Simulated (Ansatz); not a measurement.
# What isotropic strain −2.39 % does to W3N4

Consider W3N4 (space group Pm-3m, No. 221; a = 4.1792 Å).

Perturbation: an isotropic linear strain of −2.39 %; the atoms relax in the strained cell.

Computed with Ansatz (a first-principles code), PBEsol, PAW, cutoff 420 eV, no spin-orbit coupling. k-mesh 11×11×11 (Γ-centred); smearing 0.05 eV (Fermi–Dirac).

The space group stays Pm-3m (No. 221) and the shortest interatomic distance drops by 0.050 Å (2.090 Å → 2.040 Å). The energy increases by 68 meV/atom and the band gap is still zero.

No phonon test of stability was made. All final runs are without spin polarisation.
